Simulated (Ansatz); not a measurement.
# How the band gap of BAs (model structure, started from the CdTe type, P6₄22, No. 181, 6 atoms in the cell) moves with the method

No measured value is used here.

```
level (code)                   value (eV)  cell (Å³/atom)
------------------------  ---------------  --------------
LDA (Ansatz)              0.32 (indirect)           12.30
PBEsol+SOC (Ansatz)       0.31 (indirect)           12.56
r²SCAN+SOC (Ansatz)       0.61 (indirect)           12.56
r²SCAN+rVV10 (Ansatz)     0.64 (indirect)           12.72
G0W0@PBEsol+SOC (Ansatz)             0.89           12.55
```

Computed values are for a static lattice. Levels without +SOC have no spin–orbit coupling; where heavier elements are present it shifts gaps, mostly down, and can invert bands.  PBEsol+SOC, r²SCAN+SOC: the gap is read on the k mesh or supercell of the run alone and can be too large. G0W0@PBEsol+SOC: the correction to the complete basis was taken at k points off the band edges. G0W0@PBEsol+SOC: spin–orbit coupling enters as the shift of the gap found with a semilocal functional. Values are at the PBEsol cell; LDA at the level's own equilibrium cell; r²SCAN+rVV10 at the level's own equilibrium cell. Cutoffs differ between the levels. Ansatz's density-functional and Hartree–Fock values are scalar-relativistic unless marked +SOC, with PAW data made under PBE.

A model structure was made by putting elements into a prototype or built by hand; it is no filed structure, need not be a known phase, and can be a saddle point held by its symmetry.

Ansatz is an electronic-structure program.
